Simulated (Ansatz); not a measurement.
The reference is Ru in the hcp (Mg type) structure (space group P6_3/mmc, No. 194; a = 2.692 Å, c = 4.246 Å).

Level of theory: plane-wave PAW DFT at the PBEsol level (Ansatz, a program for electronic structure, 420 eV), no SOC.

Base values:

- Lattice parameter a: 2.692 Å
- c/a ratio: 1.577

Modification: hydrostatic tension (pressure −1 GPa).

How does this affect the lattice parameter a?

The lattice parameter a increases by 0.003 Å (2.692 Å → 2.695 Å).

What does the calculation give for the c/a ratio after the change?

The c/a ratio is still 1.577.

Load acts through the strain it causes; cell and atoms are relaxed under it. Stability against distortions was not tested. The final runs are not spin-polarised.
